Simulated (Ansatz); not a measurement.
Worked calculations on one periodic cell of amorphous Hf18O37Zn: Hf18O37Zn, 56 atoms, volume 723.7 Å³, made by a melt-quench on the CHGNet potential and relaxed with DFT. O atoms were pushed apart under 1.9 Å during the dynamics, to hinder bonds among them. It is a model cell: composition and starting density were chosen by hand, and all elements were melted together. Cycles of charging were run to anneal it. Computed with PBE, scalar-relativistic without spin-orbit coupling (plane waves to 420 eV, PAW; Ansatz, an electronic-structure program). Sampling: a 2×2×2 Γ-centred mesh; Fermi-Dirac width 0.02 eV; no spin polarisation. Its volume was held where the quench left it, its shape was free, and it stands at a mean pressure of 0.4 GPa with stress components up to 0.4 GPa; the relaxation ran on the zone centre alone. Its density went from a set 8.88 to 8.88 g/cm³. The cell is small and was quenched far faster than a real film, so it is one sample of the glass.

### Question
Count formal charges (Hf +4, O -2, Zn +2). What does the count lead one to expect at the Fermi level, and what does the calculation give?

### Answer
18 × (+4) + 37 × (-2) + 1 × (+2) = 0. The charges balance, so the anion-derived valence states can be full and a gap can open. On this mesh the highest filled and lowest empty level lie 3.81 eV apart, the PBE gap of this cell, with a localised state at one edge or both.

Four energies for an added electron at PBE on the zone centre alone (charged cells in a uniform background, spin-polarised): neutral at the neutral geometry -307387.297 eV; charged at the neutral geometry -307371.545 eV; charged and relaxed -307371.861 eV; neutral at the charged geometry -307386.726 eV.

### Question
Find the two relaxation energies and their sum, the reorganisation energy.

### Answer
On charging: -307371.545 − (-307371.861) = 0.316 eV. On discharging: -307386.726 − (-307387.297) = 0.571 eV. The sum is 0.887 eV. The carrier's level spreads over 13 of the 56 atoms' worth, so it counts as partly localised, most on one Hf atom with neighbours O 2.03 Å, O 2.05 Å, O 2.06 Å, O 2.13 Å, O 2.14 Å, O 2.24 Å (neutral geometry). The values are uncorrected: the image energy of a point charge in this cell, 2.84 × 14.40 / (2 × 9.0) = 2.3 eV before screening, is screened by electrons alone at the fixed geometry and by ions too after relaxing, and the carrier can be spread before it relaxes, so each term can be off by up to that value times 1/ε∞, some tenths of an eV. PBE's self-interaction favours spread-out carriers, so a hybrid can localise more.

Four energies for a hole at PBE on the zone centre alone (charged cells in a uniform background, spin-polarised): neutral at the neutral geometry -307387.297 eV; charged at the neutral geometry -307399.061 eV; charged and relaxed -307399.291 eV; neutral at the charged geometry -307386.546 eV.

### Question
Find the two relaxation energies and their sum, the reorganisation energy.

### Answer
On charging: -307399.061 − (-307399.291) = 0.230 eV. On discharging: -307386.546 − (-307387.297) = 0.751 eV. The sum is 0.981 eV. The carrier's level spreads over 4 of the 56 atoms' worth, so it counts as localised, most on one O atom with neighbours Hf 2.06 Å, Hf 2.08 Å, Hf 2.12 Å (neutral geometry). The values are uncorrected: the image energy of a point charge in this cell, 2.84 × 14.40 / (2 × 9.0) = 2.3 eV before screening, is screened by electrons alone at the fixed geometry and by ions too after relaxing, and the carrier can be spread before it relaxes, so each term can be off by up to that value times 1/ε∞, some tenths of an eV. PBE's self-interaction favours spread-out carriers, so a hybrid can localise more.
